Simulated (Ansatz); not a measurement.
## Input and output of a self-consistent single point for NbHO3 (P1, 20 atoms in the cell) (Ansatz)

Method of the run: PBEsol, default PAW files made with PBE (plane waves; Ansatz, a program for electronic structure).

Input:

Ansatz 0.2 input:
```yaml
# NbHO3
crystal:
  lattice:
    - [6.74508000, 0.00000000, 0.00000000]
    - [-2.29698100, 6.37770000, 0.00000000]
    - [-2.12323200, -3.23655000, 5.56687100]
  atoms:
    - { symbol: Nb, position_ang: [1.14067545, 1.42882421, 2.89583063] }
    - { symbol: Nb, position_ang: [-1.12321864, 3.08856243, 0.23425393] }
    - { symbol: Nb, position_ang: [0.92929419, 6.32699015, 0.07526410] }
    - { symbol: Nb, position_ang: [5.59151192, -1.50032341, 2.81739341] }
    - { symbol: H, position_ang: [2.20719972, 4.12021234, 0.59604488] }
    - { symbol: H, position_ang: [0.17286307, -1.03057808, 4.97639299] }
    - { symbol: H, position_ang: [0.05223820, 3.79242359, 3.35081099] }
    - { symbol: H, position_ang: [3.63008012, 2.27777076, 2.67126305] }
    - { symbol: O, position_ang: [0.42723303, 2.52281218, 1.12562132] }
    - { symbol: O, position_ang: [1.84998991, 0.66055714, 4.39671472] }
    - { symbol: O, position_ang: [2.24319603, 4.99946749, 1.01361587] }
    - { symbol: O, position_ang: [0.07612814, -1.87170755, 4.48962579] }
    - { symbol: O, position_ang: [0.07352181, 2.94429841, 3.83306903] }
    - { symbol: O, position_ang: [2.26409912, 0.41372133, 1.61517195] }
    - { symbol: O, position_ang: [-1.90294168, 4.10057151, 1.62290990] }
    - { symbol: O, position_ang: [4.17800638, -1.00492942, 3.87732565] }
    - { symbol: O, position_ang: [-2.15723121, 1.61228561, 5.07587298] }
    - { symbol: O, position_ang: [4.51439398, 1.54061854, 0.43293556] }
    - { symbol: O, position_ang: [-0.37402970, 0.24103786, 2.72876883] }
    - { symbol: O, position_ang: [2.83446999, 2.82126081, 2.84450407] }
basis:
  ecutwfc: 420.0
kpoints:
  mp_grid:
    grid: [3, 3, 3]
hamiltonian:
  xc: pbesol
  pseudopotentials:
    kind: paw
scf:
  occupations:
    method: fixed
output:
  forces: true
  eigenvalues: true
  stress: true
```

The program printed (abridged):

```
WARN ansatz: RAYON_NUM_THREADS=1 ignored (pool sized by the plan → 1); use --threads N
Pseudopotentials: kind: paw
Pseudopotential: Nb, paw, valence charge 13
Pseudopotential: H, paw, valence charge 1
Pseudopotential: O, paw, valence charge 6
Crystal: 20 atoms, lattice volume = 239.476 Å³
Basis set: ecut = 420 eV, 4687 PW (Γ), exchange–correlation on 96×96×96 points (8 copies of the dense FFT grid, shifted against one another)
Bands: 84, of which v1, the nominal top of the filled ones, is band 64 counted from 1 (63 counted from 0)
Symmetry: 1 space group operations
Space group: P1 (ITA 1), of the structure as read, at distance tolerance 6.2e-5 Å
k-points: 14 of 27 (time reversal used)
PAW frozen core: Nb, regenerated for the run's functional, and the local potential with it
PAW frozen core: O, regenerated for the run's functional, and the local potential with it
Initial density: superposition of atomic densities (neutral atoms: chi_scale 0, normalization atom), corrected by the library's trained network
Initial wavefunctions: pseudopotential atomic-orbital guess
Eigensolver: davidson
Functional: x = pbesol(κ = 0.804, μ = 0.12345679012345678), c = pbesol(β = 0.046)
SCF iter   1: F=—  HF=-24786.544946 eV  |F-HF|=—  |Δ(HF+E_count)|=         —  Δρ=1.76e-2  dr2=6.72e-1  ethr=1.77e-3  ⟨swp⟩=5.0  Hψ=3932  notcnv=0  defer=249
all-band conjugate gradients solve this SCF's bands
preconditioner: auto → Resta (q_TF=auto, 2.458 Å⁻¹)
SCF iter   2: F=—  HF=-24786.443908 eV  |F-HF|=—  |Δ(HF+E_count)|=   1.01e-1  Δρ=8.48e-3  dr2=1.79e-1  ethr=5.25e-4  ⟨swp⟩=2.0  Hψ=1902  notcnv=0  defer=248
SCF iter   3: F=—  HF=-24786.413568 eV  |F-HF|=—  |Δ(HF+E_count)|=   3.03e-2  Δρ=2.08e-3  dr2=8.17e-3  ethr=1.40e-4  ⟨swp⟩=2.0  Hψ=1437  notcnv=0  defer=252
SCF iter   4: F=—  HF=-24786.412485 eV  |F-HF|=—  |Δ(HF+E_count)|=   1.08e-3  Δρ=9.77e-4  dr2=2.27e-3  ethr=6.38e-6  ⟨swp⟩=2.0  Hψ=1708  notcnv=0  defer=252
SCF iter   5: F=—  HF=-24786.412320 eV  |F-HF|=—  |Δ(HF+E_count)|=   1.64e-4  Δρ=3.64e-4  dr2=3.72e-4  ethr=1.77e-6  ⟨swp⟩=2.0  Hψ=1539  notcnv=0  defer=252
SCF iter   6: F=—  HF=-24786.412363 eV  |F-HF|=—  |Δ(HF+E_count)|=   4.29e-5  Δρ=1.81e-4  dr2=8.25e-5  ethr=2.91e-7  ⟨swp⟩=2.0  Hψ=1438  notcnv=0  defer=212
SCF iter   7: F=—  HF=-24786.412099 eV  |F-HF|=—  |Δ(HF+E_count)|=   2.64e-4  Δρ=5.91e-5  dr2=1.00e-5  ethr=6.44e-8  ⟨swp⟩=2.0  Hψ=1662  notcnv=0  defer=210
SCF iter   8: F=—  HF=-24786.412110 eV  |F-HF|=—  |Δ(HF+E_count)|=   1.12e-5  Δρ=3.65e-5  dr2=3.86e-6  ethr=7.82e-9  ⟨swp⟩=2.0  Hψ=1518  notcnv=0  defer=210
SCF iter   9: F=—  HF=-24786.412113 eV  |F-HF|=—  |Δ(HF+E_count)|=   3.07e-6  Δρ=2.54e-5  dr2=1.62e-6  ethr=3.01e-9  ⟨swp⟩=2.0  Hψ=1579  notcnv=0  defer=210
SCF iter  10: F=—  HF=-24786.412114 eV  |F-HF|=—  |Δ(HF+E_count)|=   2.82e-7  Δρ=6.75e-6  dr2=1.38e-7  ethr=1.27e-9  ⟨swp⟩=2.0  Hψ=1478  notcnv=0  defer=210
SCF iter  11: F=-24786.412114 eV  HF=-24786.412114 eV  |F-HF|=4.34e-9  |Δ(HF+E_count)|=   2.07e-7  Δρ=5.44e-6  dr2=7.95e-8  ethr=7.81e-11  ⟨swp⟩=12.3  Hψ=5683  notcnv=0
SCF 1 converged in 11 iterations: F = -24786.412114 eV  dr2 = 7.95e-8
SCF converged after 11 iterations
Free energy (F): -24786.412114 eV
Harris-Foulkes:  -24786.412114 eV  (|F-HF|=4.34e-9)
Internal energy: -24786.412114 eV  (E = F + TS)
E sigma→0 (E₀):  -24786.412114 eV
Fermi energy:    4.864994 eV
--- Per-component energies (eV) ---
  E_band       = -1136.998076
  E_kinetic    = 3700.029682
  E_local      = -9984.554295  (includes V_loc(G=0)·N_el)
  E_nonlocal   = 1050.644902
  E_hartree    = 3476.520858
  E_xc         = -1594.582605
  E_vxc        = -2000.069090  (∫ρ·V_xc dr)
  E_paw        = -13893.250838  (= ΣΔE_a)
  E_vpaw       = -856.119245  (= ΣTr[D̂ρ^β])
  E_aug_tail   = 0.024812  (compensation charges beyond the density's cutoff)
  E_ewald      = -7542.422922
  E_core_change = 1.178291  (= ΣΔE_core)
  E_smearing   = -0.000000  (= −TS)
  E_closure    = 0.000000  (closes the sum)
  Σ components = -24786.412114   (vs F -24786.412114, Δ=0.00e0)
--- Forces (eV/Å), atoms counted from 1 ---
  atom   1  Nb     0.16520390    -0.41183349     0.21616067
  atom   2  Nb     0.03367380    -0.26142651     0.50998175
  atom   3  Nb    -0.36695593    -0.13314455     0.11070709
  atom   4  Nb    -0.14062242     0.25861484     0.14789338
  atom   5  H     -0.05881754    -0.21031858    -0.06606922
  atom   6  H      0.09525377     0.17299964     0.03416019
  atom   7  H      0.02577819     0.15533923    -0.07774432
  atom   8  H      0.08523443    -0.00268075    -0.15520467
  atom   9  O     -0.54069232     0.05289596    -0.03202102
  atom  10  O     -0.23026024     0.30090154    -0.59977937
  atom  11  O     -0.06842275     0.53043583     0.30407320
  atom  12  O     -0.05249627    -0.44081979    -0.21018076
  atom  13  O      0.06279439    -0.57768488     0.17909731
  atom  14  O      0.08649794     0.18649372    -0.28872257
  atom  15  O     -0.10472037    -0.27565825    -0.29976068
  atom  16  O      0.67747335    -0.10496077    -0.22406619
  atom  17  O      0.31500629     0.45153199     0.48016290
  atom  18  O      0.11021243     0.20581958    -0.18554514
  atom  19  O      0.26102010    -0.27955704     0.11023470
  atom  20  O     -0.35529430     0.38310829     0.04649933
  max |Σ_I F_I| component: 1.34e-4 eV/Å
--- Stress (GPa, compression-positive) ---
       -8.421418      -0.372215       0.324065
       -0.372215      -8.378892      -0.222531
        0.324065      -0.222532      -7.891502
  P = ⅓ Tr σ = -8.2306 GPa (-82.306 kbar)
  The stress holds the Pulay correction. Without it, at fixed plane waves, as pw.x and ABINIT print it: P = -8.9166 GPa
--- Band table (eV; the first three rows and the last of 14) ---
  k-point 0: bands = ["-49.7795", "-49.7461", "-49.6687", "-49.2212", "-26.0624", "-26.0485", "-26.0032", "-25.9772", "-25.9169", "-25.8948", "-25.8787", "-25.8424", "-25.8022", "-25.4433", "-25.3983", "-25.3632", "-13.9903", "-13.3705", "-13.2586", [...]
  k-point 1: bands = ["-49.7795", "-49.7462", "-49.6687", "-49.2212", "-26.0609", "-26.0337", "-25.9807", "-25.9678", "-25.9205", "-25.9027", "-25.8869", "-25.8520", "-25.8127", "-25.4488", "-25.4033", "-25.3655", "-13.8468", "-13.5221", "-13.2280", [...]
  k-point 2: bands = ["-49.7795", "-49.7461", "-49.6687", "-49.2212", "-26.0460", "-26.0335", "-26.0007", "-25.9714", "-25.9083", "-25.8944", "-25.8781", "-25.8627", "-25.8210", "-25.4468", "-25.4056", "-25.3678", "-13.9586", "-13.3964", "-13.1935", [...]
  k-point 13: bands = ["-49.7795", "-49.7461", "-49.6687", "-49.2212", "-26.0625", "-26.0336", "-26.0030", "-25.9712", "-25.9136", "-25.8933", "-25.8800", "-25.8517", "-25.8127", "-25.4456", "-25.4027", "-25.3639", "-13.9565", "-13.3957", [...]
```

The run converged in 11 iterations.

The starting cell comes from a database of computed structures (which also holds hypothetical and non-ambient phases and stackings), without a prior relaxation at this level. With a pressure of about -8 GPa the cell is away from its equilibrium volume at this level. Ansatz's pressure includes its estimate of the finite-basis (Pulay) stress. Without the estimate this run gives -8.92 GPa.

Cost on one core of a shared machine: roughly 30 s.
